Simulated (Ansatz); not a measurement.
## Response to strain in BAs

The parent structure is BAs in the zinc blende structure (space group F-43m, No. 216; a = 4.768 Å). Axes: x, y, z lie along the cube axes.

Strains are applied to the cell and any free atomic positions relax.

All numbers come from PBEsol (Ansatz, a first-principles code), no spin-orbit coupling.

Notes on the quantities. energy relative to the base: free energy F.

| case | energy relative to the base | volume per atom | band gap | gap character |
|---|---|---|---|---|
| base | 0 meV/atom | 13.55 Å³ | 1.08 eV | – |
| uniaxial strain ε_zz = −3.00 % | … | 13.14 Å³ | … | indirect, Γ → Γ–M (78 % along) |
| uniaxial strain ε_zz = −2.50 % | +7.5 meV/atom | 13.21 Å³ | 0.67 eV | indirect, Γ → Γ–M (78 % along) |
| uniaxial strain ε_zz = −2.00 % | +4.8 meV/atom | 13.28 Å³ | 0.76 eV | indirect, Γ → Γ–M (78 % along) |
| uniaxial strain ε_zz = −1.50 % | +2.7 meV/atom | 13.35 Å³ | 0.84 eV | indirect, Γ → Γ–M (78 % along) |
| uniaxial strain ε_zz = −1.00 % | +1.2 meV/atom | 13.41 Å³ | 0.92 eV | indirect, Γ → Γ–M (78 % along) |
| uniaxial strain ε_zz = +1.00 % | +1.2 meV/atom | 13.68 Å³ | 1.02 eV | indirect, Γ → Γ–X (82 % along) |
| uniaxial strain ε_zz = +1.50 % | +2.6 meV/atom | 13.75 Å³ | 0.99 eV | indirect, Γ → Γ–X (82 % along) |
| uniaxial strain ε_zz = +2.00 % | +4.6 meV/atom | 13.82 Å³ | 0.95 eV | indirect, Γ → Γ–X (82 % along) |
| uniaxial strain ε_zz = +2.50 % | +7.2 meV/atom | 13.89 Å³ | 0.92 eV | indirect, Γ → Γ–X (82 % along) |

Task: What belongs in the blanks?

Result: 
- uniaxial strain ε_zz = −3.00 %, energy relative to the base: +11 meV/atom
- uniaxial strain ε_zz = −3.00 %, band gap: 0.59 eV

Whether these cells are dynamically stable was not tested. k-point labels follow each cell's own Brillouin zone.
